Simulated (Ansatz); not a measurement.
System: fluorite NiSi2. Method: PBEsol-D3(BJ) in Ansatz (plane waves, PAW).

Settings: plane-wave cutoff 520 eV, 18×18×18 k mesh, Fermi–Dirac smearing 0.05 eV, no spin polarisation, scalar-relativistic PAW data made under PBE.

The volume scan:

| V (Å³/atom) | E − E_lowest (meV/atom) |
|---|---|
| 11.910 | 27.25 |
| 12.164 | 11.60 |
| 12.417 | 2.79 |
| 12.670 | 0.00 |
| 12.924 | 2.60 |
| 13.177 | 10.05 |
| 13.431 | 21.86 |

Task: Fit the third-order Birch–Murnaghan equation and give B0 and B′.

Result: V0 = 12.670 Å³/atom, B0 = 171 GPa, B′ = 4.6 (fit to the energies at full precision).

Measured, for comparison: equilibrium volume per atom 13.17 Å³/atom (temperature not stated, not corrected to a static lattice; as tabulated in Wikipedia's data pages). Computed (rounded) less measured: equilibrium volume per atom -3.8 %.

Ansatz is a program for electronic structure.
